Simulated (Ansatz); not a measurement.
**Converging the k-point mesh at a smearing width of 0.05 eV: Mg₂Pd (I4mm, 3 atoms in the cell)**

```
Mg2Pd
1.0
   -1.62813     1.62813     5.06532
    1.62813    -1.62813     5.06532
    1.62813     1.62813    -5.06532
Mg Pd
2 1
Cartesian
  0.00000   0.00000   6.60675
  0.00000   0.00000   3.57388
  0.00000   0.00000   0.00000
```

Method of the run: PBEsol, default PAW files made with PBE (plane waves; Ansatz, a program for electronic structure).

Base settings: basis.ecutwfc = 420 eV; kpoints.mp_grid.grid = 14 14 14; hamiltonian.xc = pbesol; hamiltonian.pseudopotentials = {kind: paw} (the program's default PAW files); scf.occupations.method = fermi_dirac; scf.occupations.width = 0.1 eV.

In this ladder: scf.occupations.width = 0.05 eV.

The second cell is the first with its lattice scaled by 0.98.

Only quantities that move along the ladder and can be compared are tabulated.

The count of work is k-points × plane waves × bands × iterations; it is no time. Core times come from one kind of shared machine, to one figure; runs under 30 s give none.

The starting cell comes from a database of computed structures (which also holds hypothetical and non-ambient phases and stackings), without a prior relaxation at this level. Its lattice was rescaled by up to half a per cent. One atom was moved a little off its site on purpose. Spin polarisation is off. Ansatz's pressure includes its estimate of the finite-basis (Pulay) stress.

```tsv
kpoints.mp_grid.grid	free energy less the last step's (meV/atom)	energy of the compressed cell less the first (meV/atom)	pressure (GPa)	largest difference of a force vector from the last step's (eV/Å)	count of work / last	core time / last (rough)
5 5 5	19.80	3.74	-1.67	0.025	0.0054	–
6 6 6	-7.03	0.68	-2.17	0.086	0.0090	–
7 7 7	1.31	2.08	-1.95	0.025	0.014	–
9 9 9	-0.18	1.34	-2.05	0.025	0.023	–
11 11 11	0.27	1.18	-2.07	0.004	0.044	–
13 13 13	-0.17	1.58	-2.02	0.011	0.069	–
15 15 15	-0.06	1.53	-2.03	0.003	0.10	–
19 19 19	-0.05	1.44	-2.04	0.001	0.19	0.2
23 23 23	0.05	1.41	-2.04	0.001	0.33	0.2
28 28 28	0.00	1.41	-2.04	0.000	0.58	0.7
34 34 34	0.00	1.43	-2.04	0.000	1.0	1
```

Coarsest kpoints.mp_grid.grid that holds the pressure within 0.2 GPa of the last step, with all finer ones: 6 6 6, at 0.0090 of the last step's count of work; the step before is off by 0.37 GPa.

Coarsest kpoints.mp_grid.grid that holds the energy of the compressed cell less the first within 0.5 meV/atom of the last step, with all finer ones: 9 9 9, at 0.023 of the last step's count of work; the step before is off by 0.65 meV/atom.

Coarsest kpoints.mp_grid.grid that holds the forces within 0.005 eV/Å of the last step, with all finer ones: 15 15 15, at 0.10 of the last step's count of work; the step before is off by 0.011 eV/Å.

The energy difference between the two cells stays within 1 meV/atom of the last step's from 6 6 6 on, the total only from 9 9 9 on: much of the error is common to both cells and cancels.

Keys are those of Ansatz 0.2.
